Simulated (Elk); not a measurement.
A self-consistent single point of Sr₃Cr (Pm-3m, 4 atoms in the cell) with Elk.

Computed with PBEsol, all-electron FP-LAPW, Elk's shipped species files, default APW+lo basis run with Elk 10.2.4.

The change in words: lattice scaled by 0.98. Reference geometry:
```yaml
crystal:
  lattice:
    - [5.54514, 0.00000, 0.00000]
    - [0.00000, 5.54514, 0.00000]
    - [0.00000, 0.00000, 5.54514]
  atoms:
    - { symbol: Sr, position: [0.00000, 0.50000, 0.50000] }
    - { symbol: Sr, position: [0.50000, 0.00000, 0.50000] }
    - { symbol: Sr, position: [0.50000, 0.50000, 0.00000] }
    - { symbol: Cr, position: [0.00000, 0.00000, 0.00000], spin: 3.0 }
```
(The spins are starting values, not results.)

Reference input (self-consistent single point, DFT, PBEsol, all-electron FP-LAPW, Elk's shipped species files, default APW+lo basis): xctype = 22; spinpol = true; stype = 0; swidth = 0.00999582 Ha; ngridk = 5 5 5; reducebf = 0.5; maxscl = 100; bfcmt = [[0.0, 0.0, 0.0], [0.0, 0.0, 0.0], [0.0, 0.0, 0.0], [0.0, 0.0, -0.75]]. This run's input differs from it in these lines:

```diff
@@ -22,3 +22,3 @@
 scale
-  10.47879781
+  10.26922152
```

The program printed (abridged):

```
│ Self-consistent loop started │
│ Loop number : 1 │
 total energy                :     -10568.7328014
 total moment                :    2.051267833
│ Loop number : 2 │
 total energy                :     -10572.0376276
 total moment                :    2.701364268
RMS change in Kohn-Sham potential (target) :    1.368529459     (  0.1000000000E-05)
Absolute change in total energy (target)   :    3.304826151     (  0.1000000000E-03)
│ Loop number : 3 │
 total energy                :     -10568.0736829
 total moment                :    1.908055357
RMS change in Kohn-Sham potential (target) :    1.460585931     (  0.1000000000E-05)
   [... lines left out ...]
│ Loop number : 19 │
 total energy                :     -10583.6907510
 total moment                :    5.026215355
RMS change in Kohn-Sham potential (target) :   0.1031946105E-05 (  0.1000000000E-05)
Absolute change in total energy (target)   :   0.6939585910E-04 (  0.1000000000E-03)
│ Loop number : 20 │
 total energy                :     -10583.6907123
 total moment                :    5.026031973
RMS change in Kohn-Sham potential (target) :   0.1914162287E-06 (  0.1000000000E-05)
Absolute change in total energy (target)   :   0.2134086571E-04 (  0.1000000000E-03)
Convergence targets achieved

│ Loop number : 21 │

Energies :
 Fermi                       :     0.145505596663
 xc effective B-field        :    -0.286732704615
 external B-field            :      0.00000000000
 total energy                :     -10583.6907088
 (external B-field energy excluded from total)

Density of states at Fermi energy :    122.0864428
 (states/Hartree/unit cell)

Estimated indirect band gap :   0.1158862327E-02
 from k-point      2 to k-point      8
Estimated direct band gap   :   0.6927873168E-02
 at k-point      7

Charges :
 core                        :    94.00000000
 valence                     :    44.00000000
 interstitial                :    7.750775615
 muffin-tins (core leakage)
  species :    1 (Sr)
   atom    1                 :    35.95787475     (  0.2895888430E-04)
   [... lines left out ...]

Moments :
 interstitial                :    1.045636093
 muffin-tins
  species :    1 (Sr)
   atom    1                 :   0.1623190562E-01
   atom    2                 :   0.1623190562E-01
   atom    3                 :   0.1623190562E-01
  species :    2 (Cr)
   atom    1                 :    3.931663129
 total in muffin-tins        :    3.980358846
 total moment                :    5.025994938

│ Self-consistent loop stopped │
```

The run converged in 21 iterations. The count includes the last loop, which Elk runs after its targets are met. Against the reference run the total energy goes down by 12.4 meV/atom and the size of the net moment moves little (1.28 to 1.26 μB/atom).

The starting cell comes from a database of computed structures (which also holds hypothetical and non-ambient phases and stackings), without a prior relaxation at this level. Its lattice was rescaled by a random factor within 2.5 % of one. For this run, on top of that: lattice scaled by 0.98. With one magnetic atom in the cell only a parallel order is possible. Values depend on the basis (sphere radii, cutoffs, local orbitals), which need not be converged. The log's line on a gap gives a spacing of levels on this mesh, which the program prints for metals too.

Cost on one core of a shared machine: roughly 40 s.
